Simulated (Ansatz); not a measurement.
A zone-centre phonon calculation of TiTe (P6_3/mmc, 4 atoms in the cell) with Ansatz (an electronic-structure program).

Level of theory: LDA (PW92), PAW files made with PBE (plane waves; Ansatz).

```
TiTe
1.0
    3.59125     0.00000     0.00000
   -1.79563     3.11011     0.00000
    0.00000     0.00000     7.14360
Ti Te
2 2
Direct
  0.00000   0.00000   0.50000
  0.00000   0.00000   0.00000
  0.66667   0.33333   0.25000
  0.33333   0.66667   0.75000
```

Reference input (self-consistent single point, DFT, PBEsol, plane waves, PAW files made with PBE): kpoints.mp_grid.grid = 7 7 3; hamiltonian.xc = pbesol; hamiltonian.pseudopotentials = {kind: paw} (an earlier, softer set of the program's PAW files); scf.occupations.method = fermi_dirac; scf.occupations.width = 0.1 eV. This run's input differs from it in these lines:

Ansatz 0.2 input:
```diff
@@ -14,3 +14,3 @@
 hamiltonian:
-  xc: pbesol
+  xc: lda
   pseudopotentials:
@@ -22,6 +22,4 @@
     width: 0.1
-output:
-  forces: true
-  eigenvalues: true
-  stress: true
+phonons:
+  method: dfpt
```

Output (repeated stretches shortened):

```
SCF iter   1: F=—  HF=-18559.655343 eV  |F-HF|=—  |Δ(HF+E_count)|=         —  Δρ=7.06e-2  dr2=7.70e0  ethr=3.10e-3  ⟨swp⟩=6.0  Hψ=5769  notcnv=0
all-band conjugate gradients solve this SCF's bands
preconditioner: auto → Kerker (q_TF=auto, 2.572 Å⁻¹)
SCF iter   2: F=—  HF=-18558.452310 eV  |F-HF|=—  |Δ(HF+E_count)|=    1.20e0  Δρ=2.91e-2  dr2=1.53e0  ethr=3.10e-3  ⟨swp⟩=3.8  Hψ=3310  notcnv=0
   [... lines left out ...]
SCF iter   8: F=—  HF=-18558.099349 eV  |F-HF|=—  |Δ(HF+E_count)|=   8.69e-7  Δρ=6.11e-6  dr2=3.56e-8  ethr=8.70e-10  ⟨swp⟩=2.8  Hψ=2788  notcnv=0
SCF iter   9: F=—  HF=-18558.099349 eV  |F-HF|=—  |Δ(HF+E_count)|=   6.80e-9  Δρ=7.51e-7  dr2=5.16e-10  ethr=6.35e-11  ⟨swp⟩=2.0  Hψ=1848  notcnv=0
SCF iter  10: F=—  HF=-18558.099349 eV  |F-HF|=—  |Δ(HF+E_count)|=  5.82e-11  Δρ=2.52e-7  dr2=5.26e-11  ethr=1.00e-12  ⟨swp⟩=2.0  Hψ=2081  notcnv=0
SCF iter  11: F=-18558.099349 eV  HF=-18558.099349 eV  |F-HF|=7.28e-12  |Δ(HF+E_count)|=  1.09e-11  Δρ=4.18e-8  dr2=1.63e-12  ethr=1.00e-12  ⟨swp⟩=6.0  Hψ=6556  notcnv=0
SCF 1 converged in 11 iterations: F = -18558.099349 eV  dr2 = 1.63e-12
DFPT response loops at Γ: preconditioner auto → Kerker (q_TF=auto, 2.572 Å⁻¹) (partly filled bands, converged f_vac=0.000) …
Free energy (F): -18558.099349 eV
Internal energy: -18558.016270 eV  (E = F + TS)
E sigma→0 (E₀):  -18558.057809 eV
Entropy (-TS):   -0.083079 eV (-20.770 meV/atom)
Fermi energy:    14.550080 eV
--- Phonons (Γ-DFPT): 4 representative perturbations + reference, on 44 of 147 k-points (Σ response iterations 14) ---
  k mesh reduced under 2 symmetry operations, with k and −k counted as one. Each operation leaves every solved perturbation unchanged …
  ASR residual: 9.445e-4 → 0.000e0 eV/Å²; symmetrization residual: 3.484e-5 eV/Å²
  ASR residual per site (eV/Å²): 9.45e-4 9.45e-4 3.59e-5 3.59e-5
  Γ frequencies (cm⁻¹): 0.00 0.00 0.00 133.17 133.17 168.31 225.09 225.09 226.97 226.97 233.50 255.72
  non-analytic LO–TO correction: not included (Born effective charges unavailable; polar crystals: no LO–TO splitting at Γ)
```

The run converged in 11 iterations. 

Summary of the result:
Free energy E − TS (on the zero of these files): -18558.0993 eV
Fermi level (on the code's own zero): 14.55 eV
Zone-centre frequencies (cm⁻¹; negative means imaginary): 0, 0, 0, 133, 133, 168, 225, 225, 227, 227, 234, 256

The starting cell comes from a database of computed structures (which also holds hypothetical and non-ambient phases and stackings), without a prior relaxation at this level. Its lattice was rescaled by a random factor within 2.5 % of one. Spin polarisation is off, so a magnetic state, if there is one, cannot be reached.

Cost on one core of a shared machine: roughly 90 s.
